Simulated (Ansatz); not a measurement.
This Ansatz (a first-principles code) input is the reference run, ZrO2 in the fluorite structure (space group Fm-3m, No. 225), computed with Kohn–Sham DFT with the r2SCAN functional, run in Ansatz with PAW and 500 eV plane waves, without spin-orbit coupling, earlier PAW set:

Ansatz 0.2 input:
```yaml
crystal:
  lattice:
    - [0, 2.5445716865, 2.5445716865]
    - [2.5445716865, 0, 2.5445716865]
    - [2.5445716865, 2.5445716865, 0]
  atoms:
    - { symbol: Zr, position: [0, 0, 0] }
    - { symbol: O, position: [0.25, 0.25, 0.25] }
    - { symbol: O, position: [0.75, 0.75, 0.75] }
basis: { ecutwfc: 500, ecutrho_ratio: 4, xc_grid: 4, fft_grid_basis: typed }
kpoints: { mp_grid: { grid: [11, 11, 11] } }
hamiltonian:
  xc: r2scan
  dispersion: none
  pseudopotentials: { azcp: { folder: ./paw }, kind: paw }
scf: { occupations: { method: fermi_dirac, width: 0.05 }, convergence: { dr2_threshold: 0.0000000003 } }
output: { forces: true, stress: true }
checkpoint: { write: state.ck, write_every: 1000 }
```

**Question.** Write the input for this change: every lattice vector is shortened by 2.39 %, atoms relaxed at fixed cell.

**Answer.** 
Ansatz 0.2 input:
```yaml
crystal:
  lattice:
    - [0, 2.4837564232, 2.4837564232]
    - [2.4837564232, 0, 2.4837564232]
    - [2.4837564232, 2.4837564232, 0]
  atoms:
    - { symbol: Zr, position: [0, 0, 0] }
    - { symbol: O, position: [0.25, 0.25, 0.25] }
    - { symbol: O, position: [0.75, 0.75, 0.75] }
basis: { ecutwfc: 500, ecutrho_ratio: 4, xc_grid: 4, fft_grid_basis: typed }
kpoints: { mp_grid: { grid: [11, 11, 11] } }
hamiltonian:
  xc: r2scan
  dispersion: none
  pseudopotentials: { azcp: { folder: ./paw }, kind: paw }
scf: { occupations: { method: fermi_dirac, width: 0.05 }, convergence: { dr2_threshold: 0.0000000003 } }
relax: { f_tol: 0.005, max_steps: 50 }
output: { forces: true, stress: true }
checkpoint: { write: state.ck, write_every: 1000 }
```
This is the input that was run.

The cells carry an imposed strain or load. Stability against distortions was not tested. This is not the structure that ZrO2 has at room temperature and ambient pressure.
